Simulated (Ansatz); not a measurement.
The cell is made up: elements placed on another compound's structure type, so the phase may be hypothetical.

By PBEsol, the system below comes out a metal.

Consider the following.

```xyz
5
Lattice="4.0520 0.0000 0.0000 0.0000 5.7303 0.0000 0.0000 2.8652 2.8652" Properties=species:S:1:pos:R:3 pbc="T T T"
In     0.0000     0.0000     0.0000
Ru     2.0260     1.4326     1.4326
Ru     2.0260     4.2978     1.4326
Ru     0.0000     2.8652     0.0000
N      2.0260     2.8652     0.0000
```

Space group of this cell: Pm-3m, anti-perovskite. The cell was relaxed by PBE-D3(BJ); by PBEsol its mean pressure is -2.9 GPa.

The current flows along the normal of the first two printed cell vectors. No spin-orbit coupling; the value is a mean over 0.1 eV about the Fermi level.

Q: Predict the ballistic conductance per area from PBEsol (Ansatz, an electronic-structure program).

A: 0.67 × 10¹⁵ S/m² for both spins.
